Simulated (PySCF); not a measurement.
PySCF 2.14.0, unrestricted PBE0/def2-svp, df: Cu(F)(Br)(OH2)2 ([OH2]->[Cu](<-[OH2])([F])[Br]), charge 0, multiplicity 2, 9 atoms. The geometry is a generated start, not checked to be a minimum at this level.

| Property | Value |
|---|---|
| task | energy |
| method | pbe0 |
| basis | def2-svp |
| two-electron scheme | density fitting |
| mol.max_memory | 3000 MB |
| mf.max_cycle | 100 |
| mf.init_guess | minao (default) |
| mf.DIIS | CDIIS (default) |
| mf.diis_space | 8 (default) |
| mf.conv_tol | 1e-09 (default) |
| mf.grids.level | 3 (default) |
| basis functions | 125 |
| grid points | 122728 |

```xyz
9

Cu     0.9064    -0.3045     0.4518
F      1.4671     0.8279    -0.7913
Br     1.3165    -2.2018     1.4862
O     -0.8929    -0.6629    -0.9960
H     -0.9581    -1.6065    -1.1895
H     -0.5298    -0.2316    -1.7795
O     -0.2781     1.1869     1.2193
H     -1.1381     1.0281     0.8087
H      0.1070     1.9644     0.7903
```

Charge 0 and multiplicity 2 are set for this test and not shown to be the ground state.

One run each on 2 threads, 1 BLAS thread. Values of level_shift (Hartree) tried: 0 (default), 0.1, 0.3, 1.

### Question
How does the count of Fock builds change with level_shift (Hartree), and where is it least?

### Answer
Fewest Fock builds: 0 (default) with 25. The count rises to 91 at 1. All converge to one solution.

```csv
level_shift (Hartree),Fock builds,end
0 (default),25,same solution
0.1,28,same solution
0.3,41,same solution
1,91,same solution
```
